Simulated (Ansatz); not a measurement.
## Li on the 1x1 (111) surface of fcc Ag, one in a 2x2 cell, started at the site 'bridge Ag-Ag (span 2.9 Å)'

Method: PBE (plane waves to 420 eV, PAW; Ansatz, a program for electronic structure).

Set-up: 17 atoms, 7.1 Å thick at the start under the adsorbate (thin: gaps and levels are the slab's own); mesh 6x6x1; 0.1 eV smearing; dipole correction on; 8 atoms held, the rest relaxed; symmetry of the start imposed; no spin, no spin-orbit, no U, no dispersion correction. At the end it is bonded to 3 Ag. In PBE it is, or lies within 0.03 eV of, the lowest of the starts that converged.

```json
{
  "adsorption energy against an atom of bcc Li": "-0.20 eV",
  "work_function_of_the_top_face": "2.24 eV",
  "change_of_the_work_function": "-2.20 eV",
  "change_of_the_step_from_the_bottom_to_the_top_vacuum_level_against_the_clean_slab": "-2.11 eV",
  "energy_released_by_relaxation": "0.16 eV",
  "height of the binding atom over the mean of the host atoms within 0.3 Å of the top one": "3.762 bohr",
  "nearest_host_atoms_of_the_binding_atom": "Ag at 2.65 Å, Ag at 2.65 Å, Ag at 2.65 Å",
  "largest_move_of_a_host_atom": "0.12 Å",
  "note": "in the relaxation the adsorbate left its starting site by 0.8 Å",
  "cost": "about 18 core-minutes (a rough figure)"
}
```

A negative adsorption energy means that the adsorbate is more stable on the surface than in its reference.
